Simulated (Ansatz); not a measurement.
# Al under a change: pressure 22.5 GPa

Take Al in the fcc (Cu type) structure (space group Fm-3m, No. 225; a = 3.992 Å) as the base.

It is then changed as follows: a hydrostatic pressure of 22.5 GPa.

Method: plane-wave PAW DFT at the r2SCAN level (Ansatz, an electronic-structure program, 500 eV), no spin-orbit coupling. Settings: 20×20×20 k-points, 0.05 eV Fermi–Dirac smearing.

The density grows by 0.515 g/cm³ to 3.33 g/cm³ and the lattice parameter a decreases by 0.217 Å, from 3.992 Å to 3.775 Å. The shortest interatomic distance decreases by 0.154 Å, from 2.823 Å to 2.669 Å and the enthalpy H = E + PV relative to the base's energy amounts to +2.04 eV/atom. The band gap remains zero.

Final structure:

```xyz
1
Lattice="0.0000 1.8873 1.8873 1.8873 0.0000 1.8873 1.8873 1.8873 0.0000" Properties=species:S:1:pos:R:3 pbc="T T T"
Al     0.0000     0.0000     0.0000
```

Cost of the whole job for the changed cell (relaxation, final SCF and bands): roughly 6 core-seconds.

Load acts through the strain it causes; cell and atoms are relaxed under it. No phonon test of stability was made. Competing high-pressure phases were not computed.
